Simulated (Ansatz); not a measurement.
Given:

End structure of a constructed model of the (111) surface of fcc Ir, a pseudomorphic layer of Pt in the host's stacking (bottom of the slab: a bare face, its two planes held):

```
CELL_PARAMETERS angstrom
      2.73720     0.00000     0.00000
     -1.36860     2.37048     0.00000
      0.00000     0.00000    30.00000
ATOMIC_POSITIONS crystal
  Ir 0.33333 0.66667 0.27343
  Ir 0.66667 0.33333 0.34793
  Ir 0.00000 0.00000 0.42173
  Ir 0.33333 0.66667 0.49659
  Ir 0.66667 0.33333 0.57129
  Ir 0.00000 0.00000 0.64388
  Pt 0.33333 0.66667 0.72104
```

Model: 7-atom slab, 13.6 Å thick at the start with caps and adatoms (thin: gaps and levels are the slab's own), 16x16x1 mesh, Fermi-Dirac 0.1 eV, dipole correction, 2 atoms held, the rest relaxed; held to the start's symmetry, so lower structures may exist; no spin, no spin-orbit, no U. In PBE it is, or lies within 0.01 eV a 1x1 cell of, the lowest of the 2 structures of its composition computed so far; subsurface sites and larger cells were not tried.

Q: Give the work function of the top face at the level PBE run with Ansatz (a quantum-chemistry and plane-wave program).

A: 5.53 eV
